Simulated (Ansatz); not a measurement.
CdCu2GeSe4 (space group I-42m, No. 121)

```
CELL_PARAMETERS angstrom
     -2.86511     2.86511     5.51206
      2.86511    -2.86511     5.51206
      2.86511     2.86511    -5.51206
ATOMIC_POSITIONS crystal
  Ge 0.50000 0.50000 0.00000
  Cu 0.25000 0.75000 0.50000
  Cu 0.75000 0.25000 0.50000
  Se 0.40420 0.40420 0.53438
  Se 0.59580 0.13018 0.00000
  Se 0.86982 0.86982 0.46562
  Se 0.13018 0.59580 0.00000
  Cd 0.00000 0.00000 0.00000
```

Method: Ansatz (a quantum-chemistry and plane-wave program) PBEsol, no spin-orbit coupling. Settings: 8×8×8 k-points, 0.05 eV Fermi–Dirac smearing.

Volume per atom: 22.62 Å³
Density: 5.76 g/cm³
Band gap: zero
Lowest conduction-band minima above the VBM: Γ 0.02 eV; X (0, 0, 1/2) 0.28 eV; M (1/2, 1/2, 1/2) 1.21 eV
Total energy: -5914.306 eV/atom (σ→0; compares only within this code and set-up)

No phonon test of stability was made. All final runs are without spin polarisation. Gaps under 0.05 eV, about the width of the smearing, are given as zero. The zero or small gap of CdCu2GeSe4 can change with the level of theory.
